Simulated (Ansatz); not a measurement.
## InSb: pressure series

Base system: InSb in the rock salt structure (space group Fm-3m, No. 225; a = 6.035 Å; a model cell, its experimental status unchecked).

Cell and atoms are relaxed at each pressure.

Computed with PBEsol (Ansatz, a first-principles code), no spin-orbit coupling.

Notes on the quantities. enthalpy: H = E + PV relative to the base's energy.

| change | shortest interatomic distance | enthalpy |
|---|---|---|
| base | 3.017 Å | – |
| pressure −2 GPa | 3.057 Å | -0.35 eV/atom |
| pressure −1 GPa | 3.036 Å | -0.17 eV/atom |
| pressure 0.3 GPa | 3.012 Å | +0.05 eV/atom |
| pressure 0.7 GPa | 3.005 Å | +0.12 eV/atom |
| pressure 1.5 GPa | 2.992 Å | +0.25 eV/atom |
| pressure 3 GPa | 2.970 Å | +0.50 eV/atom |
| pressure 5 GPa | 2.944 Å | +0.82 eV/atom |
| pressure 7.5 GPa | 2.915 Å | +1.22 eV/atom |
| pressure 10 GPa | 2.890 Å | +1.60 eV/atom |

Load acts through the strain it causes; cell and atoms are relaxed under it. Stability against distortions was not tested. No other phases were tried under pressure. The final runs are not spin-polarised. This is not the structure that InSb has at room temperature and ambient pressure.
